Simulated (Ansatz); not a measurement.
**MgO, response to strain**

The parent structure is MgO in the rock salt structure (space group Fm-3m, No. 225; a = 4.204 Å). Axes: x, y, z lie along the cube axes.

Strains are applied to the cell and any free atomic positions relax; under biaxial strain the out-of-plane vector relaxes too.

Computed with r2SCAN (Ansatz, a program for electronic structure; PAW; 500 eV plane waves; without spin-orbit coupling).

Notes on the quantities. energy relative to the base: free energy F.

| biaxial strain, plane normal [111], relaxed out of plane (%) | energy relative to the base (meV/atom) |
|---|---|
| -2.5 | 16.0 |
| -2.08 | 11.0 |
| -1.67 | 7.0 |
| -1.25 | 3.9 |
| -0.83 | ? |
| -0.42 | 0.4 |
| 0 | 0.0 |

Task: Fit ΔE = Aε² + Bε³ (ε in %) to the rows shown and predict the withheld row.

Result: Least squares on the printed values gives A = 2.42 and B = -0.055 meV/atom (largest residual 0.0 meV/atom); this predicts 1.7 meV/atom, and the run gives 1.7 meV/atom, in agreement.

Stability against distortions was not tested.
